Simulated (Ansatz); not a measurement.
**What isotropic strain −4.30 % does to BaZrO3**

Start from BaZrO3 in the cubic perovskite structure (space group Pm-3m, No. 221; a = 4.2272 Å).

Now apply this change: an isotropic linear strain of −4.30 %, atoms relaxed at fixed cell.

Level of theory: DFT with PBE, PAW potentials and a 420 eV plane-wave cutoff in Ansatz (a program for electronic structure), no SOC. Γ-centred 8×8×8 mesh, Fermi–Dirac width 0.05 eV.

- Space group = Pm-3m (No. 221) (base Pm-3m (No. 221))
- Shortest interatomic distance = 2.023 Å (base 2.114 Å)
- Energy relative to the base (free energy F) = +136 meV/atom
- Band gap = 3.47 eV (base 3.18 eV)
- Gap character = indirect, R → Γ (base indirect, R → Γ)
- Smallest direct gap = 3.49 eV (base 3.40 eV)
- Width of the top valence band = 0.87 eV (base 0.87 eV)
- Electron mass (degenerate bands, along [100]) = 0.32, 0.32, 2.5 mₑ (at Γ) (base 0.36, 0.36, 2.8 mₑ (at Γ))

Final structure:

```
BaZrO3
1.0
    4.04544     0.00000     0.00000
    0.00000     4.04544     0.00000
    0.00000     0.00000     4.04544
Ba Zr O
1 1 3
Direct
  0.00000   0.00000   0.00000
  0.50000   0.50000   0.50000
  0.00000   0.50000   0.50000
  0.50000   0.50000   0.00000
  0.50000   0.00000   0.50000
```

Masses are band curvatures over ±0.01 Å⁻¹ around the edge. No phonon test of stability was made.
